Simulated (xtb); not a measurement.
xtb 6.7.1, GFN2-xTB: Sc(Cl)2(OiPr) (CC(C)[O][Sc]([Cl])[Cl]), 14 atoms. The geometry is a generated start, not checked to be a minimum at this level.

* **method**: GFN2-xTB
* **--acc**: 1 (default)
* **--etemp (K)**: 300 (default)
* **detailed input (--input)**: none: ANC optimiser, Lindh (1995) Hessian, microcycle=20, maxdispl=1.0, hlow=0.01 (default)
* **basis functions**: 53
* **valence electrons**: 42

```xyz
14

Sc     0.4740     1.6173     1.3608
Cl     2.0624     2.8161     0.3206
Cl     0.1331     2.3083     3.4753
O     -0.8430     0.8209     0.4403
C     -0.7148    -0.2154    -0.4863
C     -0.7416    -1.5574     0.2533
C      0.6112    -0.0409    -1.2489
H     -1.5606    -0.1588    -1.1894
H      0.0638    -1.5589     1.0018
H     -0.6055    -2.3897    -0.4315
H     -1.6936    -1.6680     0.7677
H      0.6420     0.9544    -1.7028
H      1.4512    -0.1378    -0.5287
H      0.7212    -0.7901    -2.0322
```

Charge 0 and multiplicity 1 are set for this test and not shown to be the ground state.

The structure is relaxed from this start with --opt LEVEL for the levels crude, sloppy, loose, lax, normal, tight, vtight, extreme, once each. Up to the end of the extreme run atoms move by at most 2.0 Å along an axis.

Task: What is the loosest level that ends within 20 meV of the extreme run, and how many cycles does it take?

Result: tight: 116 cycles against 122, ending 0.053 meV above.

| level | cycles | energy above the extreme run (meV) | gradient norm (eV/Å) |
|---|---|---|---|
| crude | 1 | 85 | 0.18 |
| sloppy | 1 | 85 | 0.18 |
| loose | 1 | 85 | 0.18 |
| lax | 4 | 84 | 0.081 |
| normal | 22 | 78 | 0.018 |
| tight | 116 | 0.053 | 0.016 |
| vtight | 121 | under 0.01 | 0.0031 |
| extreme | 122 | — | 0.0019 |
